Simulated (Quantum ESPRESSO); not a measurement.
A user runs Quantum ESPRESSO on BaSeO₄ (Pnma, 24 atoms in the cell) and asks whether the run is sound. The aim is a self-consistent single point with DFT, PBEsol, plane waves, GBRV 1.5 ultrasoft (PBESOL) pseudopotentials.

Cell that was meant: a = 9.0997 Å, b = 5.6923 Å, c = 7.4029 Å, α = 90.00°, β = 90.00°, γ = 90.00°.

Part of the input:

```fortran
/
&ELECTRONS
  conv_thr = 1.0d-10,
  mixing_beta = 0.9,
  mixing_ndim = 1,
/
ATOMIC_SPECIES
Ba   137.3270  ba_pbesol_v1.uspp.F.UPF
```

Output (repeated stretches shortened):

```
     G-vector sticks info
     --------------------
     sticks:   dense  smooth     PW     G-vecs:    dense   smooth      PW
   [... lines left out ...]
        k(    6) = (  -0.5000000   0.1998260  -0.6146077), wk =   0.1111111
        k(    7) = (  -0.5000000   0.5994781   0.2048692), wk =   0.2222222
        k(    8) = (  -0.5000000   0.5994781  -0.6146077), wk =   0.1111111

     Dense  grid:   123619 G-vectors     FFT dimensions: (  80,  50,  64)

     Smooth grid:    88455 G-vectors     FFT dimensions: (  72,  48,  60)

     Initial potential from superposition of free atoms

     starting charge     159.9445, renormalised to     160.0000

     negative rho (up, down):  3.878E-01 0.000E+00
     Self-consistent Calculation

     iteration #  1     ecut=    40.00 Ry     beta= 0.90

     negative rho (up, down):  3.684E-01 0.000E+00

     total energy              =    -966.72407473 Ry
     estimated scf accuracy    <       6.43309373 Ry

     iteration #  2     ecut=    40.00 Ry     beta= 0.90

     negative rho (up, down):  3.650E-01 0.000E+00

     total energy              =    -966.62592365 Ry
     estimated scf accuracy    <      19.98246203 Ry

     iteration #  3     ecut=    40.00 Ry     beta= 0.90

     negative rho (up, down):  3.626E-01 0.000E+00

     total energy              =    -970.19931202 Ry
     estimated scf accuracy    <       0.12742811 Ry

   [... 20 blocks of this kind left out ...]

     iteration # 24     ecut=    40.00 Ry     beta= 0.90

     negative rho (up, down):  3.632E-01 0.000E+00

     total energy              =    -970.30798692 Ry
     estimated scf accuracy    <          1.2E-09 Ry

     iteration # 25     ecut=    40.00 Ry     beta= 0.90

     negative rho (up, down):  3.632E-01 0.000E+00
     End of self-consistent calculation

     the Fermi energy is     8.8374 ev

!    total energy              =    -970.30798692 Ry
     estimated scf accuracy    <          1.9E-11 Ry
     smearing contrib. (-TS)   =      -0.00000000 Ry
     internal energy E=F+TS    =    -970.30798692 Ry

     convergence has been achieved in  25 iterations

     negative rho (up, down):  3.632E-01 0.000E+00

     Forces acting on atoms (cartesian axes, Ry/au):

     atom    1 type  1   force =     0.00158888   -0.00000000    0.00024628
     atom    2 type  1   force =    -0.00158888    0.00000000   -0.00024628
     atom    3 type  1   force =    -0.00158888    0.00000000    0.00024628
     atom    4 type  1   force =     0.00158888    0.00000000   -0.00024628
   [... lines left out ...]
     Total force =     0.044402     Total SCF correction =     0.000010
   [... lines left out ...]

     negative rho (up, down):  3.632E-01 0.000E+00
          total   stress  (Ry/bohr**3)                   (kbar)     P=       -1.89
  -0.00002727   0.00000000   0.00000000           -4.01        0.00        0.00
   0.00000000   0.00000648   0.00000000            0.00        0.95        0.00
   0.00000000   0.00000000  -0.00001772            0.00        0.00       -2.61

   JOB DONE.
```

### Question
Is this run sound? If not, what is wrong?

### Answer
The results can be used. The input holds unsuitable density mixing, which can do harm: too large a step with little history lets the density overshoot, and too small a step makes little progress in the iterations allowed. Here it did none. The run converged in 25 iterations, and against the sound input the free energy stays essentially unchanged (within 1 meV/atom), the pressure stays at -0.19 GPa, the largest force stays at 0.299 eV/Å and the gap on the mesh stays at 4.371 eV. It cost iterations: the sound input took 14.

An input that runs soundly differs in these lines (not the only fix; some lines may just follow from the change or write a value another way):
```diff
-  mixing_beta = 0.9,
-  mixing_ndim = 1,
```

With that input, the run converged in 14 iterations: free energy E − TS -13201.7127 eV; top of the valence band (on the code's own zero) 4.75 eV; gap on the k-point mesh 4.37 eV; pressure -0.19 GPa; largest force (vector length) 0.299 eV/Å (DFT, PBEsol, plane waves, GBRV 1.5 ultrasoft (PBESOL) pseudopotentials).

On the sound input: the starting cell comes from a database of computed structures (which also holds hypothetical and non-ambient phases and stackings), without a prior relaxation at this level. The shifted mesh does not hold Γ, so a gap read on it misses any band edge there.
